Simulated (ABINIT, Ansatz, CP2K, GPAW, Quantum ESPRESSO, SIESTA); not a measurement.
One structure in several programs: NiSi2 (Fm-3m, 3 atoms in the cell)

Self-consistent single point.

```xyz
3
Lattice="0.0000 2.6690 2.6690 2.6690 0.0000 2.6690 2.6690 2.6690 0.0000" Properties=species:S:1:pos:R:3 pbc="T T T"
Si     1.3345     1.3345     1.3345
Si     4.0035     4.0035     4.0035
Ni     0.0000     0.0000     0.0000
```

All programs got the same cell, k-point mesh and kind of occupations (in Ansatz's words: kpoints.mp_grid.grid = 9 9 9; scf.occupations.method = gaussian; scf.occupations.width = 0.136 eV); potentials, basis and cutoffs are each program's usual ones.

```
code                                                                                                                                model  pressure (GPa)  k-points       cutoff
----------------  -----------------------------------------------------------------------------------------------------------------------  --------------  --------  -----------
Quantum ESPRESSO                                                                         PBE, SSSP 1.1.2 precision (PBE) pseudopotentials           10.63        35        65 Ry
CP2K                                                              PBE, GPW, DZVP-MOLOPT-SR-GTH basis, GTH-PBE potentials (GTH_POTENTIALS)           10.47       365  grid 600 Ry
SIESTA            GGA PBE, numerical atomic orbitals DZP, PseudoDojo PBE standard norm-conserving potentials (rewritten from UPF to PSML)            9.88       365  grid 400 Ry
ABINIT                                                           PBE, norm-conserving pseudopotentials (PseudoDojo nc-sr-05 PBE standard)           10.35        35      1333 eV
Ansatz                                                                                                             PBE, default PAW files           10.22        35       420 eV
GPAW                                                                                         PBE, GPAW PAW datasets PBE (gpaw-data 1.0.1)           11.70        35       850 eV
```

The spread over the programs that give each value: pressure within 1.82 GPa.

The starting cell has typed, rounded lattice constants, without a prior relaxation at this level. Its lattice was rescaled by a random factor within 2.5 % of one. On Ansatz's run: Spin polarisation is off. In the base run, with a pressure of about 10 GPa the cell is away from its equilibrium volume at this level.

**Question.** Why do the programs differ, and what cannot be compared?

**Answer.** Differences of this kind can come from the potentials, where these differ, and from what each basis and cutoff leave unconverged. The valence holds different numbers of electrons (Quantum ESPRESSO 26, CP2K 26, SIESTA 26, ABINIT 26, Ansatz (an electronic-structure program) 26, GPAW 24). The zero of total energies and Fermi levels follows the potentials and each program's conventions, so they are not compared here. CP2K and SIESTA use small atom-centred bases, whose incompleteness enters pressures, forces and empty levels differently from a plane-wave cutoff. Ansatz's pressure is given at a fixed set of plane waves, as the other plane-wave codes print theirs; with its correction for the finite basis it is 10.27 GPa. The programs reduce the same mesh by symmetry to different extents, which changes the work and not the result. In the pressure, GPAW (by 1.21) lies more than 1 GPa from the median of the plane-wave programs.

Left out of this page: Elk and FLEUR (not drawn, or without a comparable value).

Keys are those of Ansatz 0.2.
